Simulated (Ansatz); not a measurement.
We consider PtC (model structure, F-43m, No. 216, 2 atoms in the cell), described by LDA in Ansatz (plane waves, PAW).

Numerical settings: plane-wave cutoff 520 eV, 20×20×20 k mesh, Fermi–Dirac smearing 0.05 eV, scalar-relativistic PAW data made under PBE.

Cell (relaxed at this level):

```xyz
2
Lattice="0.0000 2.3200 2.3200 2.3200 0.0000 2.3200 2.3200 2.3200 0.0000" Properties=species:S:1:pos:R:3 pbc="T T T"
Pt     0.0000     0.0000     0.0000
C      1.1600     1.1600     1.1600
```

Q: Give the computed bulk modulus B0.

A: 
bulk modulus B0: 257 GPa

The run finds no gap.

Note: the bulk modulus is −V dP/dV from two relaxed cells at ±2 % in volume; the relaxation could raise the start's symmetry but not lower it, so the cell can be a saddle point.

Spin–orbit coupling is not included; it can open a gap where bands touch, and shift volumes and moduli.

Static lattice: no zero-point or thermal effects.

It cost around 100 core-seconds (rough) of CPU time.

A model structure was made by putting elements into a prototype or built by hand; it is no filed structure, need not be a known phase, and can be a saddle point held by its symmetry.

Ansatz is an electronic-structure program.
